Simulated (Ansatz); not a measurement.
Consider TiAl (space group P4/mmm, No. 123; a = 2.797 Å, c = 4.032 Å).

The values are results of Kohn–Sham DFT with the PBEsol functional, run in Ansatz (a quantum-chemistry and plane-wave program) with PAW and 420 eV plane waves, scalar-relativistic without spin-orbit coupling, earlier PAW set, not measurements.

Base values:

The c/a ratio is 1.442. The volume per atom is 15.77 Å³.

Perturbation: full substitution Al → B, then cell and atoms are relaxed.

Tabulated Pauling electronegativity and covalent radius: Al 1.61, 1.21 Å; B 2.04, 0.84 Å.

### Question
What does the calculation give for the c/a ratio and volume per atom after the change?

### Answer
The c/a ratio falls by 0.186 (1.442 → 1.256); the volume per atom falls by 5.44 Å³ (15.77 Å³ → 10.33 Å³).

Stability against distortions was not tested. As relaxed here, TiB is a hypothetical phase, not in the database extracts checked. The final runs are not spin-polarised. An odd electron count without spin: TiB and TiAl.
